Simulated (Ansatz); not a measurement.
B20 (FeSi-type) CoSi, treated with PBE0 (Ansatz, an electronic-structure program, PAW).

Run with plane-wave cutoff 460 eV, 6×6×6 k mesh, Fermi–Dirac smearing 0.05 eV, no spin polarisation, scalar-relativistic PAW data made under PBE.

Computed at the level's own relaxed cell.

### Question
Estimate the lattice parameter a that the calculation returns.

### Answer

* **lattice parameter a**: 4.359 Å

Measured, for comparison: lattice constant a 4.444 Å (temperature not stated, no zero-point or thermal correction; as tabulated in Wikipedia's data pages). Computed (rounded) less measured: lattice constant a -1.9 %. A static lattice is as a rule a little smaller and stiffer than an uncorrected measurement, which narrows the difference in the lattice constant a and would widen misses of the other sign.

Note: the run has no spin polarisation, so it can have missed a magnetic state.

Computed values are for the static lattice.

The result took around 40 core-minutes (rough).
